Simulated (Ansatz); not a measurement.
GeSiC2 (model structure, started from the AlGaN2 type, P-4m2, No. 115, 4 atoms in the cell), treated with r²SCAN (PAW; Ansatz, a program for electronic structure).

Settings: plane-wave cutoff 560 eV, 10×10×8 k mesh (along the axes of the cell as run), Fermi–Dirac smearing 0.01 eV, scalar-relativistic PAW data made under PBE.

Cell (relaxed with PBEsol):

Space group P-4m2 (No. 115); a = b = 3.156 Å, c = 4.453 Å, α = β = γ = 90.00°

```tsv
atom	site	symmetry	x	y	z
Ge	1c	-4m2	0.5000	0.5000	0.5000
Si	1a	-4m2	0.0000	0.0000	0.0000
C	2g	2mm.	0.0000	0.5000	0.2364
```

Q: Estimate the band gap and smallest direct gap on the k points sampled that the calculation returns.

A: 
* **band gap**: 1.80 eV (indirect)
* **smallest direct gap on the k points sampled**: 2.15 eV

Note: the relaxation could raise the start's symmetry but not lower it, so the cell can be a saddle point.

Spin–orbit coupling is not included.

The computed numbers hold no vibrational or temperature effects.

A model structure was made by putting elements into a prototype or built by hand; it is no filed structure, need not be a known phase, and can be a saddle point held by its symmetry.
